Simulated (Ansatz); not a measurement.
We consider PbZrO₃ (Amm2, No. 38, 5 atoms in the cell; start mp-20337; a measured phase of this formula has another space group), described by dielectric-dependent PBEsol hybrid (plane waves, PAW; Ansatz, a program for electronic structure).

The input as run:

Ansatz 0.2 input:
```yaml
crystal:
  lattice:
    - [4.1151223921, 0.0, 0.0]
    - [0.0, 2.9307510095, 2.9980616539]
    - [0.0, -2.9307510095, 2.9980616539]
  atoms:
    - { symbol: Zr, position: [0.5, 0.5075782632, 0.5075782632] }
    - { symbol: Pb, position: [0.0, 0.9501935561, 0.9501935561] }
    - { symbol: O, position: [0.5, 0.0294103471, 0.5618187753] }
    - { symbol: O, position: [0.5, 0.5618187753, 0.0294103471] }
    - { symbol: O, position: [0.0, 0.5579890583, 0.5579890583] }
  host: atoms
basis:
  ecutwfc: 460
  ecutrho_ratio: 4
  xc_grid: 2
kpoints:
  mp_grid: { grid: [6, 6, 6] }
hamiltonian:
  xc:
    exchange: pbesol
    correlation: pbesol
    exx: { coeff: inverse_dielectric }
  dispersion: none
  pseudopotentials: { azcp: { folder: ./paw }, kind: paw }
scf:
  occupations: { method: fermi_dirac, width: 0.01 }
  convergence: { dr2_threshold: 0.0000000005 }
output:
  forces: true
  stress: true
  eigenvalues: true
```

Question: How many irreducible k-points, plane waves at Γ does the program set up, and what pressure does the run end with?

Answer: 52 irreducible k-points, 1627 plane waves at Γ; P = -2.01 GPa, so the cell is stretched on average and its volume would shrink at this level.

Output (set-up and result lines):

```
WARN output.stress: scf.exx.energy_threshold = 1e-6 eV is looser than the 5e-8 eV advised for a stress under a hybrid functional (1e-8 eV for each atom of the …
Crystal: 5 atoms, lattice volume = 72.316 Å³
Basis set: ecut = 460 eV, 1627 PW (Γ), exchange–correlation on 60×60×60 points (8 copies of the dense FFT grid, shifted against one another)
Bands: 27, of which v1, the nominal top of the filled ones, is band 22 counted from 1 (21 counted from 0)
Symmetry: 4 space group operations
Space group: Amm2 (ITA 38), of the structure as read, at distance tolerance 4.2e-5 Å
k-points: 52 of 216 (time reversal used)
Initial density: superposition of atomic densities (chi_scale 0.1, normalization cell, long waves kept (reshape's long-wave potential 0.00 eV rms))
SCF iter   1: F=—  HF=-17574.246052 eV  |F-HF|=—  |Δ(HF+E_count)|=         —  Δρ=5.07e-2  dr2=3.13e0
SCF iter   2: F=—  HF=-17573.344513 eV  |F-HF|=—  |Δ(HF+E_count)|=   9.02e-1  Δρ=2.45e-2  dr2=2.98e-1
  ...
Crystal: 5 atoms, lattice volume = 72.316 Å³
Initial density: handed on by an earlier stage of this run
Functional: x = 0.8361826591412738 pbesol(κ = 0.804, μ = 0.12345679012345678) + 0.1638173408587262 exact, c = pbesol(β = 0.046)
Crystal: 5 atoms, lattice volume = 72.316 Å³
SCF iter   4: F=—  HF=-17616.336324 eV  |F-HF|=—  |Δ(HF+E_count)|=   3.23e-9  Δρ=1.86e-6  dr2=1.92e-9
SCF iter   5: F=-17616.336324 eV  HF=-17616.336324 eV  |F-HF|=1.82e-11  |Δ(HF+E_count)|=  5.71e-10  Δρ=2.10e-7  dr2=4.10e-11
SCF 3 converged in 5 iterations: F = -17616.336324 eV  dr2 = 4.10e-11
Free energy (F): -17616.336324 eV
Internal energy: -17616.336324 eV  (E = F + TS)
E sigma→0 (E₀):  -17616.336324 eV
Fermi energy:    10.731779 eV
--- Forces (eV/Å), atoms counted from 1 ---
  atom   1  Zr     0.00000000     0.00000000     0.03160406
  atom   2  Pb     0.00000000     0.00000000    -0.17890581
  atom   3  O      0.00000000     0.02535304     0.04280107
  atom   4  O      0.00000000    -0.02535304     0.04280107
  atom   5  O      0.00000000     0.00000000     0.06162481
--- Stress (GPa, compression-positive) ---
       -1.925364       0.000000       0.000000
        0.000000      -1.810266       0.000000
        0.000000       0.000000      -2.299159
  P = ⅓ Tr σ = -2.0116 GPa (-20.116 kbar)
```

The PAW data were made under PBE.

Note: cell and atoms aren't relaxed at this level (largest force component 0.18 eV/Å, pressure -2.0 GPa).

A start named mp-… is a Materials Project structure, which need not be a measured phase.
